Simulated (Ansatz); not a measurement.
The starting structures come from a database of crystals and need not be the phases stable at ambient conditions.

 Where the default PAW files enter, the runs use the earlier of Ansatz's two default sets.

Input:

```xyz
8
Lattice="4.6749 0.0000 0.0000 0.0000 7.1573 0.0000 0.0000 0.0000 7.1573" Properties=species:S:1:pos:R:3 pbc="T T T"
Y      0.9652     0.0000     3.5786
Y      3.7097     3.5786     0.0000
Ag     0.0000     0.0000     0.0000
Ag     0.0000     3.5786     3.5786
Te     3.3597     5.7161     5.0198
Te     1.3151     2.1375     5.7161
Te     3.3597     1.4412     2.1375
Te     1.3151     5.0198     1.4412
```

Space group of this cell: P-42_1m. The cell is taken as given.

Transport runs along the normal of the first two printed cell vectors, the (100) plane of the conventional cell.

No gap correction and no spin-orbit coupling; mid-gap values are interpolated between computed energies.

Task: Predict the band gap and the smallest decay constant κ at mid-gap from r2SCAN in Ansatz (an electronic-structure program).

Result: Gap 1.16 eV on a 6×4×4 mesh; κ = 0.140 1/Å, at the zone centre.
